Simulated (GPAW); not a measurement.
# σxx against uniaxial strain in CsCl-type RuAl (space group 221): C11 (GPAW, PBEsol)

```
CELL_PARAMETERS angstrom
      2.93582     0.00000     0.00000
      0.00000     2.98053     0.00000
      0.00000     0.00000     2.98053
ATOMIC_POSITIONS crystal
  Al 0.50000 0.50000 0.50000
  Ru 0.00000 0.00000 0.00000
```

Method of the run: PBEsol, GPAW PAW datasets PBEsol (made by gpaw-setup) (plane waves; GPAW). Settings: mode = pw; ecut = 585 eV; xc = PBEsol; kpts = 22 22 22; mesh shift (steps) = 0 0 0; occupations.name = fermi-dirac; occupations.width = 0.05 eV; nbands = -10; convergence.density = 1e-06 e/electron; convergence.energy = 1e-06 eV/electron; symmetry.symmorphic = false; symmetry.tolerance = 0.0005; maxiter = 100. The cell above is the first row's. The rows stretch one cube axis (x) by the strain ε and hold the other two. Stress is positive in tension. In all rows fractional positions and the k mesh are held.

```
ε (%)  σxx (GPa)
-----  ---------
-1.5       -5.08
-1.0       -3.26
-0.5       -1.51
0.0         0.18
0.5         1.81
1.0         3.39
1.5         4.91
2.0            ?
```

Taking a parabola for σxx over the 7 complete rows: Least squares gives σxx = 0.180 + 3.3279·ε - 0.1176·ε². Residuals (row less fit): -0.004, 0.006, 0.003, 0.000, -0.005, 0.000, 0.003; standard error 0.005 (degrees of freedom: 4). The slope at ε = 0, 3.3279 GPa per cent, gives C11 ≈ 100 × 3.3279 = 333 GPa, for the static lattice.

Question: Estimate the missing σxx (ε = 2.0); what did the run itself give?

Answer: σxx = 0.180 + 3.3279 × 2.0 - 0.1176 × 2.0² = 6.365 GPa. The calculation gives 6.37 GPa, which the fit meets to the printed digits. The row lies outside the fitted rows, so this is an extrapolation. From the scatter of the fitted rows alone, a prediction at this place has a standard error of 0.008 GPa, so the miss is 0.6 times that.

Carrying the step between the two nearest rows on in a straight line would have given 6.43, off by 0.06; series whose last step already gives the withheld value aren't shown. The reference cell has the volume at which an earlier scan in this program and functional put its minimum by a fit. The runs keep the symmetry of the cell, so they don't test it for distortions. The unstrained cell stands at a pressure of -0.18 GPa, and the constants belong to that pressure. By symmetry this strain leaves no force on the atoms; the largest in the rows is 0.000 eV/Å. Spin polarisation is off. Without a gap such slopes are sensitive to mesh and smearing. Cutoffs and mesh are single choices, not tested for convergence of this quantity. Series with a scatter that would blur these digits, or in which a gap closes, are not shown. Strain series were run only where this level's volume lies within 10 % of a first guess from the measured size.
